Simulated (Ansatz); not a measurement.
# Pressure series in ZrSe2

The parent structure is ZrSe$_{2}$ in the CdI2 type structure (space group P-3m1, No. 164; layered, stacked along the Cartesian z axis).

```yaml
crystal:
  lattice:
    - [3.66194, 0.00000, 0.00000]
    - [-1.83097, 3.17133, 0.00000]
    - [0.00000, 0.00000, 5.84191]
  atoms:
    - { symbol: Zr, position: [0.00000, 0.00000, 0.00000] }
    - { symbol: Se, position: [0.33333, 0.66667, 0.27501] }
    - { symbol: Se, position: [0.66667, 0.33333, 0.72499] }
```

Cell and atoms are relaxed at each pressure.

Method: Ansatz (an electronic-structure program) PBEsol-D3(BJ), no SOC.

| variant | volume per atom | c/a ratio |
|---|---|---|
| base | 22.61 Å³ | 1.595 |
| pressure −2 GPa | 23.90 Å³ | 1.620 |
| pressure −1 GPa | 23.16 Å³ | 1.604 |
| pressure 0.3 GPa | ? | 1.594 |
| pressure 0.7 GPa | ? | 1.592 |
| pressure 1.5 GPa | 21.95 Å³ | 1.590 |
| pressure 3 GPa | 21.41 Å³ | 1.589 |
| pressure 5 GPa | 20.79 Å³ | 1.591 |
| pressure 7.5 GPa | 20.14 Å³ | 1.597 |
| pressure 10 GPa | 19.58 Å³ | 1.604 |

Task: Some entries are withheld; estimate them.

Result: 
- pressure 0.3 GPa, volume per atom: 22.47 Å³
- pressure 0.7 GPa, volume per atom: 22.29 Å³

Load acts through the strain it causes; cell and atoms are relaxed under it. Stability against distortions was not tested. Competing high-pressure phases were not computed. The final runs are not spin-polarised.
